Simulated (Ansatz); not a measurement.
The starting structures come from a database of crystals and need not be the phases stable at ambient conditions.

 Where the default PAW files enter, the runs use the earlier of Ansatz's two default sets.

The decay constant κ of evanescent states in the gap governs leakage through a thin film.

Given:

```xyz
4
Lattice="4.2215 0.0000 0.0000 0.0000 6.8167 0.0000 2.1107 0.0000 3.5462" Properties=species:S:1:pos:R:3 pbc="T T T"
Mg     4.2215     3.4199     2.3641
Mg     2.1107     0.0115     1.1821
Se     4.2215     0.8406     2.3641
Se     2.1107     4.2489     1.1821
```

Space group of this cell: Cmc2_1. The cell is strained (lengths along the current scaled by 0.97, ions clamped); by r2SCAN its mean pressure is 1.7 GPa.

Transport runs along the normal of the first two printed cell vectors.

The gap is the functional's own, uncorrected, and κ follows it; spin-orbit coupling is left out. Mid-gap values are interpolated between the computed energies.

Task: Predict the band gap and the smallest decay constant κ at mid-gap from r2SCAN (Ansatz, a program for electronic structure).

Result: Gap 3.49 eV on a 8×6×8 mesh; κ = 0.226 1/Å, at the zone centre.
